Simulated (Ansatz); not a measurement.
Results of PBE0 in Ansatz (PAW) for TiO2 (I4₁/amd, No. 141, 6 atoms in the cell; start mp-34688; metastable phase).

Settings: plane-wave cutoff 460 eV, 6×6×6 k mesh, Fermi–Dirac smearing 0.01 eV, no spin polarisation, scalar-relativistic PAW data made under PBE.

Cell (relaxed with PBEsol):

```cif
data_O4Ti2
_chemical_formula_sum 'Ti2 O4'
_space_group_name_H-M_alt 'P 1'
_space_group_IT_number 1
_cell_length_a 3.76979
_cell_length_b 3.76979
_cell_length_c 5.46974
_cell_angle_alpha 110.158
_cell_angle_beta 110.158
_cell_angle_gamma 90.000
loop_
_space_group_symop_operation_xyz
  'x, y, z'
loop_
_atom_site_label
_atom_site_type_symbol
_atom_site_fract_x
_atom_site_fract_y
_atom_site_fract_z
_atom_site_occupancy
Ti1 Ti 0.12500 0.87500 0.25000 1
Ti2 Ti 0.87500 0.12500 0.75000 1
O1 O 0.33253 0.08253 0.66505 1
O2 O 0.66747 0.91747 0.33495 1
O3 O 0.91747 0.66747 0.83495 1
O4 O 0.08253 0.33253 0.16505 1
```

### Question
Estimate the band gap, smallest direct gap on the k points sampled and Γ–Γ gap that the calculation returns.

### Answer

- band gap: 4.39 eV (indirect)
- smallest direct gap on the k points sampled: 4.76 eV
- Γ–Γ gap: 4.88 eV

Note: cell and atoms aren't relaxed at this level (largest force component 0.14 eV/Å, pressure -1.1 GPa).

The computed numbers hold no vibrational or temperature effects.

A start named mp-… is a Materials Project structure, which need not be a measured phase.

Ansatz is a first-principles code.
